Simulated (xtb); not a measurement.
xtb 6.7.1, GFN1-xTB: Ni(amdMe)(k2OAc)(OH2)2 (CC1[O][Ni]2(<-[OH2])(<-[OH2])(<-[O]=1)[N](C)C(C)=[N]->2C), charge 0, multiplicity 3, 29 atoms. The geometry is a generated start, not checked to be a minimum at this level.

```yaml
method: GFN1-xTB
"--acc": 1 (default)
"--etemp (K)": 300 (default)
detailed input (--input): "none: ANC optimiser, Lindh (1995) Hessian, microcycle=20, maxdispl=1.0, hlow=0.01 (default)"
basis_functions: 90
valence_electrons: 84
```

```xyz
29

Ni    -0.5742     0.5234    -0.7102
C      0.1466    -0.2571     3.0713
C     -0.1843     0.2217     1.6821
N      0.6747     0.8817     0.9134
C      2.0726     0.9455     1.2330
N     -1.3718     0.0905     1.1260
C     -2.4629    -0.5763     1.7758
H     -0.4883    -1.0922     3.3525
H     -0.0105     0.5567     3.7786
H      1.1852    -0.5710     3.1315
H      2.5947     1.4449     0.4168
H      2.2304     1.5314     2.1480
H      2.5204    -0.0466     1.3750
H     -3.3540    -0.4665     1.1584
H     -2.2677    -1.6478     1.9159
H     -2.6695    -0.1306     2.7557
C      1.9778    -1.5369    -2.9810
C      0.9446    -0.7759    -2.1798
O      0.7147     0.4322    -2.4468
O      0.3058    -1.3630    -1.2701
H      1.6805    -2.5776    -3.0770
H      2.1050    -1.0789    -3.9577
H      2.9258    -1.4972    -2.4479
O     -2.2894    -0.0706    -2.0537
H     -2.4383    -0.9375    -1.6530
H     -1.7803    -0.2158    -2.8621
O     -0.9417     2.6544    -1.0926
H     -1.2273     2.6242    -2.0135
H     -0.0187     2.9348    -1.0884
```

Charge 0 and multiplicity 3 are set for this test and not shown to be the ground state. GFN-xTB has no spin term: --uhf 2 sets the occupations alone.

The structure is relaxed from this start with --opt LEVEL for the levels crude, sloppy, loose, lax, normal, tight, vtight, extreme, once each. Up to the end of the extreme run atoms move by at most 1.1 Å along an axis.

Choose the cheapest level whose final energy lies within 5 meV of that of extreme.

normal: 63 cycles against 93, ending 0.85 meV above.

| level | cycles | energy above the extreme run (meV) | gradient norm (eV/Å) |
|---|---|---|---|
| crude | 4 | 72 | 0.35 |
| sloppy | 14 | 45 | 0.17 |
| loose | 14 | 45 | 0.17 |
| lax | 33 | 11 | 0.11 |
| normal | 63 | 0.85 | 0.038 |
| tight | 72 | 0.30 | 0.011 |
| vtight | 89 | under 0.01 | 0.0033 |
| extreme | 93 | — | 0.0024 |
